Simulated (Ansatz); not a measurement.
Consider BeS in the zinc blende structure (space group F-43m, No. 216).

```cif
data_Be4S4
_chemical_formula_sum 'Be4 S4'
_space_group_name_H-M_alt 'F-43m'
_space_group_IT_number 216
_space_group_name_Hall 'F -4 2 3'
_cell_length_a 4.86862
_cell_length_b 4.86862
_cell_length_c 4.86862
_cell_angle_alpha 90.000
_cell_angle_beta 90.000
_cell_angle_gamma 90.000
loop_
_atom_site_label
_atom_site_type_symbol
_atom_site_symmetry_multiplicity
_atom_site_Wyckoff_symbol
_atom_site_fract_x
_atom_site_fract_y
_atom_site_fract_z
_atom_site_occupancy
Be1 Be 4 a 0.00000 0.00000 0.00000 1
S1 S 4 d 0.75000 0.75000 0.75000 1
```
(The calculation used a cell of 2 atoms; values per cell refer to that cell.)

The values are results of plane-wave PAW DFT at the r2SCAN level (Ansatz, a quantum-chemistry and plane-wave program, 500 eV), no spin-orbit coupling, not measurements.

Strains are applied to the cell and any free atomic positions relax.

One change was made to it. Results:

The smallest direct gap shrinks by 0.166 eV (6.22 eV → 6.06 eV); the hole mass (degenerate bands, along [100]) becomes 0.33, 0.61, 0.61 mₑ (at Γ) (base: 0.34, 0.57, 0.57 mₑ (at Γ)); the energy grows by 15 meV/atom.

### Question
Which change produced these results?
A) isotropic strain +1.00 %
B) isotropic strain +0.50 %
C) isotropic strain +2.00 %

### Answer
C, isotropic strain +2.00 %. For comparison, the energy relative to the base in the other runs: isotropic strain +1.00 % gives +3.9 meV/atom; isotropic strain +0.50 % gives +1.0 meV/atom.

Effective masses come from finite differences of ±0.01 Å⁻¹. Whether these cells are dynamically stable was not tested.
